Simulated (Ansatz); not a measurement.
Defect: O vacancy in corundum, neutral cell. The step: a nearby O atom hops onto the vacant site; the atom moves 2.52 Å along (-0.60, -0.30, 0.00) of the unit cell; the moving atom starts with neighbours Al at 1.88, Al at 1.89, 2 Al at 1.98 Å and ends with Al at 1.88, Al at 1.89, 2 Al at 1.98 Å. DFT values are from Ansatz (plane-wave PAW, 420 eV unless said) in a cell of 270 host sites, spin-restricted, static, with no finite-size correction. The charge state is imposed; whether it is stable for some Fermi level was not computed. Forms of the defect that were not tried may lie lower. For the PBE band: the saddle point's order was not checked, and it lies on a symmetry element of the cell, where a band can be held.

```
Level                                                                      Forward barrier (eV)  Cost of the band or of the saddle's single point
-------------------------------------------------------------------------  --------------------  ------------------------------------------------
CHGNet universal potential (has no charge state), its own band                             0.97                                                 -
PBE, the Γ point alone, band relaxed                                                       3.55                     very roughly 100 core-minutes
PBE, a 2×2×2 k-point mesh shifted by half a step along c, same geometries                  3.59                    around 40 core-minutes (rough)
r2SCAN at 500 eV, the Γ point alone, same geometries                                        [?]            about 10 core-minutes (a rough figure)
HSE06, Γ point alone, same geometries                                                      3.92                    around 90 core-minutes (rough)
```

What belongs in the gaps?


- r2SCAN at 500 eV, the Γ point alone, same geometries, Forward barrier (eV): 3.86

Ansatz is a quantum-chemistry and plane-wave program.
